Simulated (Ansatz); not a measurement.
Sc in the diamond structure (space group Fd-3m, No. 227; a hypothetical phase, not in the database extracts checked)

```cif
data_Sc2
_chemical_formula_sum 'Sc2'
_space_group_name_H-M_alt 'P 1'
_space_group_IT_number 1
_cell_length_a 4.59574
_cell_length_b 4.59574
_cell_length_c 4.59574
_cell_angle_alpha 60.000
_cell_angle_beta 60.000
_cell_angle_gamma 60.000
loop_
_space_group_symop_operation_xyz
  'x, y, z'
loop_
_atom_site_label
_atom_site_type_symbol
_atom_site_fract_x
_atom_site_fract_y
_atom_site_fract_z
_atom_site_occupancy
Sc1 Sc 0.25000 0.25000 0.25000 1
Sc2 Sc 0.00000 0.00000 0.00000 1
```

Calculations: DFT with PBE, PAW potentials and a 420 eV plane-wave cutoff in Ansatz (a program for electronic structure), without spin-orbit coupling. Settings: 12×12×12 k-points, 0.05 eV Fermi–Dirac smearing.

| Property | Result |
|---|---|
| Volume per atom | 34.32 Å³ |
| Density | 2.18 g/cm³ |
| Band gap | zero |
| Total energy | -2133.816 eV/atom (σ→0; compares only within this code and set-up) |

Stability against distortions was not tested. All final runs are without spin polarisation. Sc has a high density of states at the Fermi level and may be magnetic at this level.
